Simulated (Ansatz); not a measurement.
**Quick settings and what they miss: Ti3B4Mo3 (Amm2, 10 atoms in the cell)**

Self-consistent single point.

```
CELL_PARAMETERS angstrom
      3.21085     0.00000     0.00000
      0.00000     4.28407     4.32192
      0.00000    -4.28407     4.32192
ATOMIC_POSITIONS crystal
  Ti 0.00000 0.49975 0.99889
  Ti 0.00000 0.99889 0.49975
  Ti 0.50000 0.82468 0.82468
  B  0.00000 0.39166 0.39166
  B  0.00000 0.60789 0.60789
  B  0.00000 0.10794 0.89240
  B  0.00000 0.89240 0.10794
  Mo 0.50000 0.17882 0.17882
  Mo 0.50000 0.67610 0.32186
  Mo 0.50000 0.32186 0.67610
```

Method: PBEsol, PAW files made with PBE (plane waves; Ansatz, an electronic-structure program).

Base settings: basis.ecutwfc = 420 eV; kpoints.mp_grid.grid = 8 5 5; hamiltonian.xc = pbesol; hamiltonian.pseudopotentials = {kind: paw} (the program's default PAW files); scf.occupations.method = fermi_dirac; scf.occupations.width = 0.05 eV.

Tight run (finer mesh or higher cutoff; not a proven limit): basis.ecutwfc: 420 eV → 590 eV; kpoints.mp_grid.grid: 8 5 5 → 11 7 7; scf.convergence.dr2_threshold: default (1e-07 eV) → 1e-09 eV. It gave Fermi level (on the code's own zero) 16.23 eV; pressure -15.93 GPa; largest force (vector length) 0.180 eV/Å.

Quick runs, as changes from the base:
- A: the base itself
- B: basis.ecutwfc: 420 eV → 335 eV; kpoints.mp_grid.grid: 8 5 5 → 6 6 6; hamiltonian.xc: pbesol → lda; scf.occupations.width: 0.05 eV → 0.136 eV; scf.convergence.dr2_threshold: default (1e-07 eV) → 0.0001 eV [LDA (PW92)]
- C: basis.ecutwfc: 420 eV → 210 eV; kpoints.mp_grid.grid: 8 5 5 → 8 8 8; scf.occupations.width: 0.05 eV → 0.5 eV; kpoints.mp_grid.shift: default → 0.5 0.5 0.5; scf.convergence.dr2_threshold: default (1e-07 eV) → 0.001 eV
- D: basis.ecutwfc: 420 eV → 210 eV; kpoints.mp_grid.grid: 8 5 5 → 4 4 4; scf.occupations.method: fermi_dirac → methfessel_paxton; scf.occupations.width: 0.05 eV → 0.136 eV; scf.convergence.dr2_threshold: default (1e-07 eV) → 0.001 eV
- E: basis.ecutwfc: 420 eV → 295 eV; kpoints.mp_grid.grid: 8 5 5 → 8 8 8; kpoints.mp_grid.shift: default → 0.5 0.5 0.5; scf.convergence.dr2_threshold: default (1e-07 eV) → 0.0001 eV
- F: basis.ecutwfc: 420 eV → 250 eV; kpoints.mp_grid.grid: 8 5 5 → 3 3 3; scf.occupations.width: 0.05 eV → 0.2 eV; kpoints.mp_grid.shift: default → 0.5 0.5 0.5

Energies are extrapolated to zero smearing width, which holds to low order in the width alone.

Dashes: energy of B, another energy zero; time of D, F, under 30 s.

† marks runs with another functional, U, potentials or spin treatment: their distance from the tight run is not a convergence error alone.

The count of work is k-points × plane waves × bands × iterations; it is no time. Core times come from one kind of shared machine and are given to one figure; runs under 30 s give none.

Pressures in the table are Ansatz's without its Pulay estimate, at a fixed set of plane waves; the tight run's value above holds the estimate.

The starting cell comes from a database of computed structures (which also holds hypothetical and non-ambient phases and stackings), without a prior relaxation at this level. Its lattice was rescaled by a random factor within 2.5 % of one. Spin polarisation is off. In the base run, with a pressure of about -16 GPa the cell is away from its equilibrium volume at this level.

```
run  energy less tight (meV/atom)  pressure less tight (GPa)  largest miss in a force vector (eV/Å)  count of work / tight  core time / tight (rough)
---  ----------------------------  -------------------------  -------------------------------------  ---------------------  -------------------------
A                             2.2                      -0.08                                  0.017                   0.26                        0.3
B†                              –                      -6.17                                  0.117                   0.17                        0.2
C                          1490.7                     -92.40                                  0.423                   0.13                        0.2
D                          1456.3                     -95.21                                  0.368                  0.034                          –
E                            48.0                      -5.30                                  0.043                   0.22                        0.3
F                           303.4                     -26.90                                  0.232                  0.022                          –
```

Among the runs at the tight run's level, the energy misses run from 2.2 to 1490.7 meV/atom.

Keys are those of Ansatz 0.2.
